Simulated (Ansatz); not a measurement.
MgO: pressure 30 GPa

Consider MgO in the rock salt structure (space group Fm-3m, No. 225; a = 4.204 Å).

Perturbation: a hydrostatic pressure of 30 GPa.

Level of theory: Kohn–Sham DFT with the r2SCAN functional, run in Ansatz (a quantum-chemistry and plane-wave program) with PAW and 500 eV plane waves, without spin-orbit coupling. Γ-centred 13×13×13 mesh, Fermi–Dirac width 0.05 eV.

```csv
quantity,base,changed,shift
volume per atom,9.29 Å³,8.11 Å³,-1.18 Å³
density,3.60 g/cm³,4.13 g/cm³,+0.53 g/cm³
shortest interatomic distance,2.102 Å,2.009 Å,-0.093 Å
enthalpy H = E + PV relative to the base's energy,–,+1.62 eV/atom,–
band gap,5.68 eV,7.19 eV,+1.51 eV
gap character,direct at Γ,direct at Γ,–
width of the top valence band,1.78 eV,2.06 eV,+0.28 eV
electron mass,0.36 mₑ (at Γ),0.41 mₑ (at Γ),–
"hole mass (degenerate bands, along [100])","0.42, 2.1, 2.1 mₑ (at Γ)","0.44, 1.9, 1.9 mₑ (at Γ)",–
```

Final structure:

```yaml
crystal:
  lattice:
    - [0.00000, 2.00890, 2.00890]
    - [2.00890, 0.00000, 2.00890]
    - [2.00890, 2.00890, 0.00000]
  atoms:
    - { symbol: O, position: [0.00000, 0.00000, 0.00000] }
    - { symbol: Mg, position: [0.50000, 0.50000, 0.50000] }
```

Cost of the whole job for the changed cell (relaxation, final SCF and bands): very roughly 20 core-seconds.

Load acts through the strain it causes; cell and atoms are relaxed under it. Masses are band curvatures over ±0.01 Å⁻¹ around the edge. No phonon test of stability was made. Competing high-pressure phases were not computed.
